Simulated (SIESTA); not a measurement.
SIESTA run on Mg (P6_3/mmc, 2 atoms in the cell): self-consistent single point.

Method of the run: LDA CA, numerical atomic orbitals TZP, PseudoDojo LDA standard norm-conserving potentials (rewritten from UPF to PSML) in SIESTA 5.4.2.

```
Mg
1.0
    3.20977     0.00000     0.00000
   -1.60488     2.77974     0.00000
    0.00000     0.00000     5.20238
Mg
2
Direct
  0.33333   0.66667   0.25000
  0.66667   0.33333   0.75000
```

Reference input (self-consistent single point, DFT, GGA PBE, numerical atomic orbitals TZP, PseudoDojo PBE standard norm-conserving potentials (rewritten from UPF to PSML)): XC.functional = GGA; XC.authors = PBE; potentials = PseudoDojo PBE standard; PAO.BasisSize = TZP; PAO.EnergyShift = 0.005 Ry; MeshCutoff = 300 Ry; kgrid.MonkhorstPack = 12 12 7; OccupationFunction = FD; ElectronicTemperature = 100 meV; MaxSCFIterations = 150; SCF.Mixer.Method = Pulay; SCF.Mixer.Weight = 0.2. This run's input differs from it in these lines:

```diff
@@ -1,2 +1,2 @@
-# files in the folder: Mg.psml (PseudoDojo PBE standard)
+# files in the folder: Mg.psml (PseudoDojo LDA standard)
 SystemName  Mg
@@ -21,4 +21,4 @@
 
-XC.functional                GGA
-XC.authors                   PBE
+XC.functional                LDA
+XC.authors                   CA
 PAO.BasisSize                TZP
```

Log, with long lists cut:

```
        iscf     Eharris(eV)        E_KS(eV)     FreeEng(eV)     dDmax    Ef(eV) dHmax(eV)
   scf:    1    -3219.293114    -3224.675878    -3224.702889  1.215347 -3.369198  2.880965
   scf:    2    -3224.711030    -3224.693602    -3224.720778  0.035271 -3.392400  2.225202
   scf:    3    -3224.740554    -3224.718668    -3224.746345  0.108952 -3.471412  0.010531
   scf:    4    -3224.718659    -3224.718664    -3224.746342  0.000464 -3.475316  0.026777
   scf:    5    -3224.718684    -3224.718674    -3224.746347  0.001402 -3.474925  0.001170
   scf:    6    -3224.718675    -3224.718674    -3224.746347  0.000063 -3.474914  0.000085
SCF Convergence by DM+H criterion
max |DM_out - DM_in|         :     0.0000626284
max |H_out - H_in|      (eV) :     0.0000853028
SCF cycle converged after 6 iterations

Using DM_out to compute the final energy and forces

siesta: E_KS(eV) =            -3224.7187

siesta: E_KS - E_eggbox =     -3224.7187

siesta: Atomic forces (eV/Ang):
     1    0.000015   -0.000008   -0.000000
     2   -0.000015    0.000008    0.000000
   Tot    0.000000   -0.000000    0.000000
   Max    0.000015
   Res    0.000010    sqrt( Sum f_i^2 / 3N )
   Max    0.000015    constrained

Stress tensor Voigt[x,y,z,yz,xz,xy] (kbar):        3.85        3.85       10.09        0.00        0.00       -0.00
(Free)E + p*V (eV/cell)    -3224.9181
Target enthalpy (eV/cell)    -3224.7463

siesta: Program's energy decomposition (eV):
siesta: FreeEng =     -3224.746347

   [... lines left out ...]
siesta: Cell volume =         46.417287 Ang**3
siesta:          -5.92976656         -5.92940697  kBar
   [... lines left out ...]
               3pz     3px
   1 10.000   1.998   1.164  -0.879   0.776   2.016   2.014   2.016   0.310
              0.277   0.310
   2 10.000   1.998   1.164  -0.879   0.776   2.016   2.014   2.016   0.310
              0.277   0.310

mulliken: Qtot =       20.000

Mulliken Atomic Populations:
Atom #   charge [q] valence [e]  Species
     1     0.000000   10.000000  Mg
     2    -0.000000   10.000000  Mg
 Total    -0.000000
```

The run converged in 6 iterations. Against the reference run the pressure goes from 1.57 to -0.59 GPa. The full log also holds: “xc_check: WARNING: Pseudopotential generated with LDA PW92 functional”.

The starting cell comes from a database of computed structures (which also holds hypothetical and non-ambient phases and stackings), without a prior relaxation at this level. Its lattice was rescaled by a random factor within 2.5 % of one. Values carry the incompleteness of an atom-centred basis.
